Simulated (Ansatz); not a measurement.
Base system: NbH$_{2}$ in the CdI2 type structure (space group P-3m1, No. 164; a = 2.8553 Å, c = 4.8060 Å; a hypothetical phase, not in the database extracts checked; layered, stacked along the Cartesian z axis; relaxed with 0.1 eV smearing). Axes: x lies along a and z along c of the hexagonal cell.

Method: Kohn–Sham DFT with the r2SCAN+rVV10 functional, run in Ansatz (a quantum-chemistry and plane-wave program) with PAW and 500 eV plane waves, no spin-orbit coupling.

Strains are applied to the cell and any free atomic positions relax.

One change was made to it. Results:

The energy increases by 0.5 meV/atom; the largest internal atomic displacement is 0.060 Å.

Q: Name the change that was made.
(A) isotropic strain +1.07 %
(B) uniaxial strain ε_xx = −1.23 %
(C) strain tensor (xx, yy, zz, yz, xz, xy) = (+0.19, −1.81, −1.14, −1.64, −0.56, +0.78) %

A: C, strain tensor (xx, yy, zz, yz, xz, xy) = (+0.19, −1.81, −1.14, −1.64, −0.56, +0.78) %. For comparison, the largest internal atomic displacement in the other runs: isotropic strain +1.07 % gives 0.034 Å; uniaxial strain ε_xx = −1.23 % gives 0.014 Å.

Whether these cells are dynamically stable was not tested. All final runs are without spin polarisation. An odd electron count without spin: NbH2.
